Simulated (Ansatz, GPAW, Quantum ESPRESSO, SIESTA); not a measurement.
## One structure in several programs: Cu3Rh (P6_3/mmc, 8 atoms in the cell)

Self-consistent single point.

```
CELL_PARAMETERS angstrom
      5.26481     0.00000     0.00000
     -2.63240     4.55946     0.00000
      0.00000     0.00000     4.25455
ATOMIC_POSITIONS crystal
  Cu 0.32784 0.16392 0.75000
  Cu 0.67216 0.83608 0.25000
  Cu 0.16392 0.32784 0.25000
  Cu 0.83608 0.67216 0.75000
  Cu 0.83608 0.16392 0.75000
  Cu 0.16392 0.83608 0.25000
  Rh 0.66667 0.33333 0.25000
  Rh 0.33333 0.66667 0.75000
```

Shared settings, as Ansatz (a first-principles code) writes them: kpoints.mp_grid.grid = 5 5 5; scf.occupations.method = gaussian; scf.occupations.width = 0.05 eV. Potentials and cutoffs stand in the table.

```
code                                                                                                                                 model  pressure (GPa)  largest force (eV/Å)       cutoff
----------------  ------------------------------------------------------------------------------------------------------------------------  --------------  --------------------  -----------
SIESTA            LDA PW92, numerical atomic orbitals TZP, PseudoDojo LDA standard norm-conserving potentials (rewritten from UPF to PSML)          -17.25                 0.060  grid 300 Ry
Ansatz                                                                                                 LDA (PW92), PAW files made with PBE          -16.27                 0.109      default
Quantum ESPRESSO                                                                       LDA (PZ), GBRV 1.5 ultrasoft (LDA) pseudopotentials          -16.74                 0.110        50 Ry
GPAW                                                                         LDA (Perdew-Wang 92), GPAW PAW datasets LDA (gpaw-data 1.0.1)          -15.47                 0.111       800 eV
```

On Ansatz's run: spin polarisation is off.

The spread over the programs that give each value: pressure within 1.78 GPa; largest force within 0.051 eV/Å.

SIESTA uses small atom-centred bases, whose incompleteness enters pressures, forces and empty levels differently from a plane-wave cutoff. Ansatz's pressure is given at a fixed set of plane waves, as the other plane-wave codes print theirs; with its correction for the finite basis it is -16.19 GPa. The same LDA comes in different parametrisations, which differ slightly.

The starting cell comes from a database of computed structures (which also holds hypothetical and non-ambient phases and stackings), without a prior relaxation at this level. Its lattice was rescaled by a random factor within 2.5 % of one.

Left out of this page: Elk (unsound by tests on forces, stress, charge or solver warnings); FLEUR (with a known weakness of the program).

Keys are those of Ansatz 0.2.
